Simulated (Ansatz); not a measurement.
An Ansatz (an electronic-structure program) input (PBEsol in Ansatz (plane waves to 420 eV, PAW, without spin-orbit coupling)):

Ansatz 0.2 input:
```yaml
crystal:
  lattice:
    - [3.7949329718, 0, 0]
    - [0, 3.7949329718, 0]
    - [1.8974664859, -1.8974664859, 2.7351996085]
  atoms:
    - { symbol: Rh, position: [0.25, 0.25, 0.5] }
    - { symbol: Rh, position: [0.5, 0.5, 0] }
basis: { ecutwfc: 420, ecutrho_ratio: 4, xc_grid: 2, fft_grid_basis: typed }
kpoints: { mp_grid: { grid: [18, 18, 18] } }
hamiltonian:
  xc: pbesol
  dispersion: none
  pseudopotentials: { kind: paw }
scf: { occupations: { method: fermi_dirac, width: 0.1 } }
relax: { f_tol: 0.005, max_steps: 50, cell: { stress_tol: 0.01, fix: [a, b, gamma] } }
output: { forces: true, stress: true }
checkpoint: { write: state.ck, write_every: 1000 }
```

Problem. Which symmetry and how many k-points will the program report, and about how many plane waves at Γ?

Solution. Space group I41/amd (ITA 141) with 16 operations, k-points 480 of 5832, and 757 plane waves at Γ.

Problem. And the final pressure?

Solution. -0.42 GPa (compression positive).

The cells carry an imposed strain or load. No phonon test of stability was made. All final runs are without spin polarisation. Under biaxial strain −1.27 %, plane normal [001], relaxed out of plane the cell ends below the base's energy or with stress of the wrong sign: the atoms slid into a distortion or the cell is elastically unstable, so the base is not a stable minimum at this level. The cell was made from Rh in the diamond structure (space group Fd-3m, No. 227; a hypothetical phase, not in the database extracts checked) by this change: biaxial strain −1.27 %, plane normal [001], relaxed out of plane. Rh has a high density of states at the Fermi level and may be magnetic at this level.
